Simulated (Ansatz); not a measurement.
Amorphous Si24O50Ti, 75 atoms at 2.24 g/cm³, one PBE-relaxed geometry, zone centre. Methods: PBE, scalar-relativistic without spin-orbit coupling (Ansatz, a first-principles code); r2SCAN, scalar-relativistic without spin-orbit coupling (Ansatz); HSE06, scalar-relativistic without spin-orbit coupling (Ansatz). Plane waves to 420 eV (r2SCAN 500 eV); exact exchange is cut at the cell's faces. At PBE the levels at both edges of the gap are localised (band-tail or defect states), and the nearest spread-out levels lie 5.2 eV apart at the zone centre. All rungs ran without spin polarisation.

Preparation: random packing, a CHGNet melt and quench, and a DFT relaxation. O atoms were pushed apart under 1.9 Å during the dynamics, to hinder bonds among them. The hot cell started wider than the set density and was brought back towards it in steps. It is the lowest in DFT energy of 2 quenches. It is a model cell: composition and starting density were chosen by hand, and all elements were melted together. No dispersion term was used. Its density started from a set value of 2.24 and ended at 2.24 g/cm³. The simulated quench (nominally 480 K/ps over its main leg) is rapid and tends to freeze in more defects than a deposited or slowly cooled glass has. A cell of this size samples the disorder only roughly. The volume was held where the preparation left it and the shape relaxed, at a PBE pressure of -0.9 GPa (tension). Stress components on the final sampling reach 0.9 GPa.

The relaxation ran on the zone centre alone. At PBE the gap between localised states is 3.54 eV on a 2×2×2 Γ-centred mesh, and the spacing at the zone centre alone 3.53 eV.

What zone-centre spacing does r2SCAN give, roughly?

3.95 eV (+0.42 eV against PBE).

What zone-centre spacing does HSE06 give, roughly?

5.33 eV (+1.80 eV against PBE).

The highest filled and the lowest empty state spread over these numbers of atoms (participation numbers): PBE: 12.8 and 1.7; r2SCAN: 12.9 and 1.7; HSE06: 14.2 and 1.7.
